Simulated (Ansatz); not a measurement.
A defect in monoclinic ZrO2 moves over a barrier of 1.07 eV by a hop of 3.39 Å along (0.00, 0.39, 0.50) of the unit cell (96 sites, 2×2×2 shifted). All values below come from PBE, PAW (plane waves to 420 eV; Ansatz, a program for electronic structure).

Each figure is the lowest single hop between equivalent sites among the routes that converged and passed our checks, counted from the lowest site run. It need not be the barrier to long-range diffusion, and untried routes may lie lower. Climbing-image NEB, static nuclei, fixed cells, no finite-size correction; on the finer meshes named, energies are single points at the band's geometries. Saddle orders were checked for a part of the study's bands only and are not shown. Charge states are imposed.

Q: Which of these computed defects is it?
A) interstitial Li, charge +1
B) interstitial F, charge -1
C) interstitial Na, charge +1
D) interstitial Mg, charge +2

A: A, interstitial Li, charge +1. The others have 0.15 eV (interstitial F, charge -1), 2.46 eV (interstitial Mg, charge +2), 0.11 eV (interstitial Na, charge +1).
